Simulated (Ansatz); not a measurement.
Levels about the gap of amorphous Ti20O42Sn (63 atoms in a cell of 782 Å³, 3.71 g/cm³; zone centre alone, so wide bands show as single levels with stretches between that a denser mesh fills), at the geometry that PBE relaxed, where it gives 0.0 GPa on a denser mesh. Exact exchange is cut at the faces of this small cell, which leaves a finite-size error. The participation number counts the atoms over which a state spreads; weights are charges in smoothed Voronoi cells. The levels come from a single point, so bond lengths are those of that geometry. Method of the levels: HSE06, scalar-relativistic without spin-orbit coupling (Ansatz, a program for electronic structure). Sampling: the zone centre alone; Fermi-Dirac width 0.02 eV; no spin polarisation. At PBE the levels at the filled edge of the gap are localised (band-tail or defect states), and the nearest spread-out levels lie 2.7 eV apart at the zone centre.

Preparation: random packing, a CHGNet melt and quench, and a DFT relaxation. O atoms were pushed apart under 1.9 Å during the dynamics, to hinder bonds among them. The hot cell started wider than the set density and was brought back towards it in steps. It is the lowest in DFT energy of 2 quenches. It is a model cell: composition and starting density were chosen by hand, and all elements were melted together. No dispersion term was used. Its density started from a set value of 3.73 and ended at 3.71 g/cm³. The simulated quench (nominally 360 K/ps over its main leg) is rapid and tends to freeze in more defects than a deposited or slowly cooled glass has. Values belong to this one cell and scatter from quench to quench. Volume and shape were free in the relaxation.

```
E - E(highest filled), eV  filling  participation number        largest on  weight O  weight Ti  weight Sn
-------------------------  -------  --------------------  ----------------  --------  ---------  ---------
-0.63                       filled                  17.4   O, 2 neighbours      0.92       0.08       0.00
-0.60                       filled                  21.4   O, 2 neighbours      0.93       0.07       0.00
-0.52                       filled                  14.9   O, 2 neighbours      0.93       0.07       0.00
-0.44                       filled                  16.8   O, 2 neighbours      0.94       0.06       0.00
-0.38                       filled                  18.8   O, 2 neighbours      0.93       0.07       0.00
-0.35                       filled                  14.5   O, 2 neighbours      0.94       0.06       0.00
0.00                        filled                   6.1   O, 3 neighbours      0.93       0.07       0.00
3.91                         empty                  20.9  Ti, 6 neighbours      0.22       0.72       0.06
3.95                         empty                  19.0  Ti, 5 neighbours      0.22       0.76       0.02
3.99                         empty                  13.3  Ti, 6 neighbours      0.18       0.81       0.01
4.08                         empty                  20.1  Ti, 5 neighbours      0.20       0.80       0.00
4.08                         empty                  23.6  Ti, 6 neighbours      0.20       0.79       0.01
4.12                         empty                  16.5  Ti, 6 neighbours      0.20       0.79       0.01
4.18                         empty                  20.8  Ti, 6 neighbours      0.17       0.83       0.00
```

Most localised among these is the filled level at +0.00 eV, on a O atom, which has 3 neighbours (Ti 1.89 Å, Ti 2.08 Å, Ti 2.12 Å).
